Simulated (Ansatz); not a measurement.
A computed series for Si: element substitutions

Consider Si in the diamond structure (space group Fd-3m, No. 227; a = 5.434 Å).

Each row replaces one element on all its sites; cell and atoms are relaxed.

Levels (all Ansatz, a program for electronic structure, PAW): PBEsol (420 eV, without spin-orbit coupling); r2SCAN (500 eV, scalar-relativistic without spin-orbit coupling).

Band gaps by level, all at the geometries relaxed with PBEsol:

| case | PBEsol | r2SCAN |
|---|---|---|
| base | 0.47 eV | 0.76 eV |
| Si → Mo | zero | zero |
| Si → C | 4.03 eV | 4.38 eV |
| Si → Re | zero | zero |

Single points use the geometry relaxed with PBEsol. Whether these cells are dynamically stable was not tested. As relaxed here, Mo and Re are hypothetical phases, not in the database extracts checked. All final runs are without spin polarisation.
